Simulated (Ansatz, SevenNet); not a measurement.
For CsCl-type CoGa, the machine-learned potential SevenNet-0 (trained on PBE and PBE+U data) gives:

- lattice parameter a = 2.882 Å
- elastic constant C11 = 230 GPa
- elastic constant C44 = 96.9 GPa
- polycrystal shear modulus = 59.2 GPa
- enthalpy of formation = -0.297 eV/atom

Q: What does HSE06 (plane waves, PAW; Ansatz, a quantum-chemistry and plane-wave program) give for the same quantities?

A: 
- lattice constant a: 2.839 Å (decreases by 1.5 %)
- elastic constant C11: 315 GPa (rises by 37 %)
- elastic constant C44: 118 GPa (grows by 22 %)
- Voigt–Reuss–Hill shear modulus: 103 GPa (goes up by 74 %)
- formation enthalpy: -0.117 eV/atom (moves by +0.180 eV/atom)

For comparison: lattice constant a 2.878 Å (measured, temperature not stated, copied from a table, unchecked, no zero-point or thermal correction; as tabulated in Monatshefte fuer Chemie und verwandte Teile anderer Wissenschaften 123, 509 (1992)).

Changes are worked out from the printed values.

Unless a cell is named, each level is at its own relaxed cell (SevenNet-0 11.97, HSE06 11.44 Å³/atom).

The crystal itself was run without spin with HSE06.

Caveats: hybrids on metals are sensitive to the k mesh (HSE06); hybrids on metals are sensitive to the k mesh and can open a false gap (HSE06). Ansatz's density-functional and Hartree–Fock values are scalar-relativistic unless marked +SOC, with PAW data made under PBE.
